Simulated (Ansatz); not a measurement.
Cu3Sn, response to strain

Consider Cu3Sn (space group Pmmn, No. 59; a = 4.264 Å, b = 5.426 Å, c = 4.775 Å). Axes: x, y, z lie along a, b, c of the conventional cell.

Strains are applied to the cell and any free atomic positions relax; under biaxial strain the out-of-plane vector relaxes too.

Method: Kohn–Sham DFT with the PBEsol functional, run in Ansatz (a quantum-chemistry and plane-wave program) with PAW and 420 eV plane waves, no spin-orbit coupling, earlier PAW set.

Notes on the quantities. energy relative to the base: free energy F; pressure: mean of the normal stresses, compression positive.

| change | volume per atom | largest internal atomic displacement | energy relative to the base | pressure |
|---|---|---|---|---|
| base | 13.81 Å³ | – | 0 meV/atom | 0.0 GPa |
| biaxial strain +0.99 %, plane normal [001], relaxed out of plane | 13.92 Å³ | – | – | ___ |
| isotropic strain +1.05 % | 14.25 Å³ | 0.014 Å | +5.3 meV/atom | -3.7 GPa |
| isotropic strain +4.27 % | 15.65 Å³ | ___ | +76 meV/atom | -11.5 GPa |
| uniaxial strain ε_zz = +2.42 % | 14.14 Å³ | 0.032 Å | +3.8 meV/atom | ___ |

Q: Complete the table.

A: 
- biaxial strain +0.99 %, plane normal [001], relaxed out of plane, pressure: -1.2 GPa
- isotropic strain +4.27 %, largest internal atomic displacement: 0.090 Å
- uniaxial strain ε_zz = +2.42 %, pressure: -2.7 GPa

Without a gap, meshes like the base's 11×9×10 leave anisotropic stresses uncertain by several tenths of a GPa, and small strain energies with them. No phonon test of stability was made. All final runs are without spin polarisation.
